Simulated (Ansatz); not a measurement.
**Point defects in GaP**

Consider an 8-atom supercell of GaP in the zinc blende structure (space group F-43m, No. 216; a = 5.439 Å) at its relaxed geometry.

One neutral defect a cell, atoms relaxed at fixed cell.

Computed with PBEsol (Ansatz, a quantum-chemistry and plane-wave program, PAW, no spin-orbit coupling), earlier PAW set.

```tsv
variant	largest displacement of a host atom from its site in the perfect cell	pressure
perfect supercell	–	0.0 GPa
P vacancy	0.52 Å	-4.0 GPa
Ag on a Ga site	0.04 Å	1.3 GPa
P on a Ga site (antisite)	0.01 Å	0.0 GPa
```

The magnetic state is the one reached from the starting moments; the real material's order can differ, and small cells can't hold many antiferromagnetic ones. The cell is small, so the values are those of an ordered compound at a high defect concentration; dilute-limit values will differ. The mesh was chosen for an insulator and is coarse for the gapless case. Seeded moments were not kept for P vacancy, Ag on a Ga site and P on a Ga site (antisite).
